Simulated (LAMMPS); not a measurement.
System: ZnSe (zinc blende), 4096 atoms, at 1620 K and 0 GPa, heated as the crystal.

All values are model results, not measurements: classical MD, pair style sw, file CdTeZnSeHgS0.sw, run in LAMMPS.

| Item | Value |
|---|---|
| state found | crystal; no diffusion seen in 30 ps |
| density | 5.0660 ± 0.0001 g/cm³ |
| volume per atom | 23.6580 ± 0.0007 Å³ |
| enthalpy per atom | -2.2611 ± 0.0003 eV |
| first peak of g(r), Se-Zn | 2.48 Å, height 7.7 |
| coordination number of Se by Zn | 4.00 (counted to 3.42 Å) |
| coordination number of Zn by Se | 4.00 (counted to 3.42 Å) |
| most common Se-Zn-Se angle | in the 3° bin centred on 109.5° (mean of all 109°) |
| mean frequency of the velocity spectrum | 6.0 THz |
| cost | around 4 core-minutes (rough) |

Potential: file CdTeZnSeHgS0.sw of the LAMMPS distribution; its header cites Zhou, Ward, Martin, van Swol, Cruz-Campa, and D. Zubia, Phys. Rev. B, 88, 085309 (2013).

States go by the mean squared displacement: a species diffuses where it passes 1.5 Å², still rises and gives D over 1e-6 cm²/s; a crystal has left its structure where atoms lie 0.35 Å off their sites on average or a cubic box changes its shape by 3 %.

Errors shown are sampling errors alone.
